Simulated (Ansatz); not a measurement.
The starting structures come from a database of crystals and need not be the phases stable at ambient conditions.

 Where the default PAW files enter, the runs use the earlier of Ansatz's two default sets.

Crystal: KReO$_{4}$ (I4_1/a, not sure to be the ambient phase, 12 atoms a cell, 16.9 Å³ an atom, -3 GPa at this level); planes in its conventional cell.

Calculation: r2SCAN (plane waves, PAW; Ansatz, a first-principles code).

The gap is the functional's own, uncorrected, and κ follows it; spin-orbit coupling is left out. Mid-gap values are interpolated between the computed energies.

```
plane  area of the cell (Å²)  mid-gap κ (1/Å)  largest κ in the gap (1/Å)
-----  ---------------------  ---------------  --------------------------
(001)                   32.3             0.60                        0.60
(101)                   39.1       (withheld)                  (withheld)
```

Problem. The slowest decay depends on the direction. Supply the withheld values.

Solution. 
- (101), mid-gap κ (1/Å): 0.64
- (101), largest κ in the gap (1/Å): 0.64
